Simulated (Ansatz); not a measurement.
Cubic perovskite KZnF3 was calculated with LDA (Ansatz, a quantum-chemistry and plane-wave program, plane waves, PAW).

Settings: plane-wave cutoff 520 eV, 6×6×6 k mesh, scalar-relativistic PAW data made under PBE.

Computed at the level's own relaxed cell.

Elastic tensor (GPa, Voigt notation, ions relaxed):

```
  163.9    61.5    61.5     0.0     0.0     0.0
   61.5   163.9    61.5     0.0     0.0     0.0
   61.5    61.5   163.9     0.0     0.0     0.0
    0.0     0.0     0.0    35.1     0.0     0.0
    0.0     0.0     0.0     0.0    35.1     0.0
    0.0     0.0     0.0     0.0     0.0    35.1
```

Worked from these constants: the tetragonal shear constant is C′ = (C11 − C12)/2 = 51.2 GPa against C44 = 35.1 GPa, so the C44 shear is the softer. The Zener ratio C44/C′ is 0.69 (1 for an isotropic solid), and the Cauchy pressure C12 − C44 is 26.4 GPa. With C11 + 2C12 = 286.9 GPa all three Born conditions hold; they don't test modes at the zone boundary.

Measured, for comparison: elastic constant C11 134 ± 1 GPa, elastic constant C12 52.7 ± 0.5 GPa, elastic constant C44 38.1 GPa (temperature not stated, not corrected to a static lattice; as tabulated in Vaitheeswaran et al. (2016), arXiv:1609.00541). Computed (rounded) less measured: elastic constant C11 +22 %, elastic constant C12 +17 %, elastic constant C44 -8 %.

Computed values are for the static lattice.
